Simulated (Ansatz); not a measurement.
# Response to strain in BeTe

The reference is BeTe in the zinc blende structure (space group F-43m, No. 216; a = 5.657 Å). Axes: x, y, z lie along the cube axes.

Strains are applied to the cell and any free atomic positions relax; under biaxial strain the out-of-plane vector relaxes too; under stress the whole cell relaxes.

All numbers come from Kohn–Sham DFT with the r2SCAN functional, run in Ansatz (a quantum-chemistry and plane-wave program) with PAW and 500 eV plane waves, no spin-orbit coupling.

Candidates:
(a) strain tensor (xx, yy, zz, yz, xz, xy) = (+0.58, −0.17, −2.41, −0.21, −0.02, −0.14) %
(b) uniaxial stress, 3 GPa tension along x
(c) strain tensor (xx, yy, zz, yz, xz, xy) = (+1.46, +1.19, −1.64, +0.52, +0.54, +0.88) %
(d) biaxial strain −2.64 %, plane normal [110], relaxed out of plane
(e) biaxial strain +1.06 %, plane normal [110], relaxed out of plane

Notes on the quantities. energy relative to the base: free energy F.

Q: Order them by energy relative to the base, highest first.

A: (d) biaxial strain −2.64 %, plane normal [110], relaxed out of plane (+14 meV/atom), (b) uniaxial stress, 3 GPa tension along x (+7.5 meV/atom), (c) strain tensor (xx, yy, zz, yz, xz, xy) = (+1.46, +1.19, −1.64, +0.52, +0.54, +0.88) % (+4.8 meV/atom), (a) strain tensor (xx, yy, zz, yz, xz, xy) = (+0.58, −0.17, −2.41, −0.21, −0.02, −0.14) % (+4.0 meV/atom), (e) biaxial strain +1.06 %, plane normal [110], relaxed out of plane (+2.1 meV/atom)

A biaxial case was relaxed in a doubled cell and then solved in the primitive one. Beyond what the load breaks, stability against distortions was not tested.
